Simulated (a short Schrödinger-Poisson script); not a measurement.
Stack: MOS inversion layer, HfO2 on p-type Si(110), at 300 K.

From the gate side: 8.6 nm HfO2; 230 nm Si, acceptors 3.6e18 cm⁻³.

Constants are typed, rounded textbook-type inputs, not results; the design itself was drawn at random and stands for no fabricated device. HfO2: permittivity 22, conduction-band edge (eV) 1.55, gap (eV) 5.7, electron mass (mₑ) 0.2. Si: permittivity 11.7, conduction-band edge (eV) 0, gap (eV) 1.124, Nv at 300 K (cm⁻³) 3.1e19.

Channel valleys (confinement mass, in-plane density-of-states mass, number): Δ4 0.315, 0.324, 4; Δ2 0.19, 0.417, 2. At the gate the conduction-band edge of layer 1 lies 1.6 eV − eVg above the Fermi level of the channel; the field vanishes at the back. Gaps are held at their typed values at every temperature. Mesh 0.03 nm at interfaces.

From a short Schrödinger-Poisson script (our own, NumPy): 1D Poisson equation in equilibrium, electrons quantum, Hartree (BenDaniel-Duke, 12 states a valley, the channel's in-plane mass for all, wave functions ending at the dielectric), parabolic valleys, classical holes, full ionisation, no traps, pinning or gate leakage.

```csv
Vg (V),electrons (cm⁻²),C (μF/cm²),Δ4 E0 (meV from the Fermi level),Δ2 E0 (meV from the Fermi level)
0.55,1.08e9,0.436,247.6,292.0
0.6,4.50e9,0.441,210.7,255.8
0.65,1.83e10,0.481,174.3,220.1
0.7,6.85e10,0.619,140.1,186.5
0.75,2.06e11,0.885,111.5,158.6
0.8,4.59e11,1.15,90.5,138.3
0.85,8.07e11,1.34,75.6,124.1
0.9,1.21e12,1.45,64.6,113.9
0.95,1.66e12,1.53,56.1,106.2
1,2.13e12,1.58,49.2,100.0
1.05,2.62e12,1.62,43.4,95.0
1.1,3.12e12,1.65,38.4,90.8
1.15,3.64e12,1.67,34.0,87.1
1.2,4.16e12,1.69,30.0,83.9
1.25,4.69e12,1.71,26.4,81.1
```

Gate voltages with under 1e9 electrons/cm² are left out.

**Question.** At Vg = 1.25 V the lowest Δ4 subband lies at 26.4 meV from the Fermi level. How many electrons does it hold, and what share of all?

**Answer.** The two-dimensional density of states is g m/(πħ²) = 5.41e11 cm⁻² meV⁻¹ (both spins), kT = 25.9 meV, so n = D kT ln(1 + exp(−E/kT)) = 4.30e12 cm⁻², 0.92 of the 4.69e12 cm⁻² in all.

**Question.** Compare the slope of the sheet density between 1.15 and 1.25 V with the geometric capacitance of the layers between gate and channel.

**Answer.** q Δn/ΔV = 1.68 μF/cm²; ε0/Σ(t/ε) = 2.27 μF/cm². The ratio is 0.74: the channel acts as a further capacitance in series.
